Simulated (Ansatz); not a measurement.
This Ansatz (a quantum-chemistry and plane-wave program) input is the reference run, SnO2 in the rutile structure (space group P4_2/mnm, No. 136), computed with r2SCAN (Ansatz, PAW, no SOC):

Ansatz 0.2 input:
```yaml
crystal:
  lattice:
    - [4.7599496637, 0, 0]
    - [0, 4.7599496637, 0]
    - [0, 0, 3.2007652612]
  atoms:
    - { symbol: Sn, position: [0, 0, 0] }
    - { symbol: Sn, position: [0.5, 0.5, 0.5] }
    - { symbol: O, position: [0.3059100896, 0.3059100896, 0] }
    - { symbol: O, position: [0.8059100896, 0.1940899104, 0.5] }
    - { symbol: O, position: [0.1940899104, 0.8059100896, 0.5] }
    - { symbol: O, position: [0.6940899104, 0.6940899104, 0] }
basis: { ecutwfc: 500, ecutrho_ratio: 4, xc_grid: 4, fft_grid_basis: typed }
kpoints: { mp_grid: { grid: [7, 7, 10] } }
hamiltonian:
  xc: r2scan
  dispersion: none
  pseudopotentials: { kind: paw }
scf: { occupations: { method: fermi_dirac, width: 0.05 }, convergence: { dr2_threshold: 0.0000000006 } }
output: { forces: true, stress: true }
checkpoint: { write: state.ck, write_every: 1000 }
```

Question: Write the input for this change: a hydrostatic pressure of 1.8 GPa.

Answer: 
Ansatz 0.2 input:
```yaml
crystal:
  lattice:
    - [4.7599496637, 0, 0]
    - [0, 4.7599496637, 0]
    - [0, 0, 3.2007652612]
  atoms:
    - { symbol: Sn, position: [0, 0, 0] }
    - { symbol: Sn, position: [0.5, 0.5, 0.5] }
    - { symbol: O, position: [0.3059100896, 0.3059100896, 0] }
    - { symbol: O, position: [0.8059100896, 0.1940899104, 0.5] }
    - { symbol: O, position: [0.1940899104, 0.8059100896, 0.5] }
    - { symbol: O, position: [0.6940899104, 0.6940899104, 0] }
basis: { ecutwfc: 500, ecutrho_ratio: 4, xc_grid: 4, fft_grid_basis: typed }
kpoints: { mp_grid: { grid: [7, 7, 10] } }
hamiltonian:
  xc: r2scan
  dispersion: none
  pseudopotentials: { kind: paw }
scf: { occupations: { method: fermi_dirac, width: 0.05 } }
relax: { f_tol: 0.01, max_steps: 60, cell: { stress_tol: 0.02, p_target: 1.8 } }
output: { forces: true, stress: true }
checkpoint: { write: state.ck, write_every: 1000 }
```
This is the input that was run.

Load acts through the strain it causes; cell and atoms are relaxed under it. No phonon test of stability was made.
